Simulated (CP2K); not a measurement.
CP2K run on NaF (Fm-3m, 2 atoms in the cell): self-consistent single point.

Computed with LDA (Pade form), GPW, DZVP-MOLOPT-SR-GTH basis, GTH-PADE potentials (GTH_POTENTIALS) run with CP2K.

```
NaF
1.0
    3.23921     0.00000     0.00000
    1.61960     2.80524     0.00000
    1.61960     0.93508     2.64480
Na F
1 1
Direct
  0.00000   0.00000   0.00000
  0.50000   0.50000   0.50000
```

Reference input (self-consistent single point, DFT PBE, GPW, DZVP-MOLOPT-SR-GTH basis, GTH-PBE potentials (GTH_POTENTIALS)): CUTOFF = 950 Ry; REL_CUTOFF = 50 Ry; SMEAR/METHOD = FERMI_DIRAC; ELECTRONIC_TEMPERATURE = 232.09 K; KPOINTS/SCHEME = MONKHORST-PACK 6 6 6; GAMMA_CENTERED = T; XC_FUNCTIONAL = PBE; Na/BASIS_SET = DZVP-MOLOPT-SR-GTH; Na/POTENTIAL = GTH-PBE-q9; F/BASIS_SET = DZVP-MOLOPT-SR-GTH; F/POTENTIAL = GTH-PBE-q7; METHOD = GPW. This run's input differs from it in these lines:

```diff
@@ -44,3 +44,3 @@
     &XC
-      &XC_FUNCTIONAL PBE
+      &XC_FUNCTIONAL PADE
       &END XC_FUNCTIONAL
@@ -75,3 +75,3 @@
       BASIS_SET DZVP-MOLOPT-SR-GTH
-      POTENTIAL GTH-PBE-q9
+      POTENTIAL GTH-PADE-q9
     &END KIND
@@ -79,3 +79,3 @@
       BASIS_SET DZVP-MOLOPT-SR-GTH
-      POTENTIAL GTH-PBE-q7
+      POTENTIAL GTH-PADE-q7
     &END KIND
```

Output, abridged:

```
 SCF WAVEFUNCTION OPTIMIZATION

  Step     Update method      Time    Convergence         Total energy    Change
     1 NoMix/Diag. 0.30E+00      -     0.82766660       -72.0847987478 -7.21E+01
     2 Broy./Diag. 0.30E+00      -     0.03850492       -70.6454077051  1.44E+00
     3 Broy./Diag. 0.30E+00      -     0.04582399       -71.5530494776 -9.08E-01
     4 Broy./Diag. 0.30E+00      -     0.01096275       -72.0421643527 -4.89E-01
     5 Broy./Diag. 0.30E+00      -     0.00913712       -71.9893086310  5.29E-02
     6 Broy./Diag. 0.30E+00      -     0.00646235       -72.0656223181 -7.63E-02
   [... 3 lines left out ...]
    10 Broy./Diag. 0.30E+00      -     0.00025904       -72.0523312509  1.29E-04
    11 Broy./Diag. 0.30E+00      -     0.00002254       -72.0519987844  3.32E-04
    12 Broy./Diag. 0.30E+00      -     0.00001157       -72.0521178100 -1.19E-04
    13 Broy./Diag. 0.30E+00      -     0.00000046       -72.0520710549  4.68E-05
  *** SCF run converged in    13 steps ***

  Overlap energy of the core charge distribution:               0.00000000000000
  Self energy of the core charge distribution:               -190.19705252732064
  Core Hamiltonian energy:                                     52.20130515172862
  Hartree energy:                                              77.58431995691238
  Exchange-correlation energy:                                -11.64064363625659
  Electronic entropic energy:                                  -0.00000000000000
  Fermi energy:                                                 0.19297022706512

  Total energy:                                               -72.05207105493625
  Total energy (extrapolated to T->0):                        -72.05207105493625

   [... lines left out ...]

 STRESS| Analytical stress tensor [bar]
 STRESS|                        x                   y                   z
 STRESS|      x       -3.30201112135E+04   7.82176126651E-01   5.53079447880E-01
 STRESS|      y        7.82176126651E-01  -3.30217207941E+04   5.45101699004E-01
 STRESS|      z        5.53079447880E-01   5.45101699004E-01  -3.30231241055E+04
 STRESS| 1/3 Trace                                            -3.30216520377E+04
```

The run converged in 13 iterations. Against the reference run the pressure goes from 3.72 to -3.30 GPa and the gap on the mesh goes from 6.632 to 6.278 eV.

The starting cell comes from a database of computed structures (which also holds hypothetical and non-ambient phases and stackings), without a prior relaxation at this level. Its lattice was rescaled by a random factor within 2.5 % of one. Values carry the incompleteness of an atom-centred basis. With a pressure of about -3 GPa the cell is away from its equilibrium volume at this level.

Cost on one core of a shared machine: roughly 40 s.
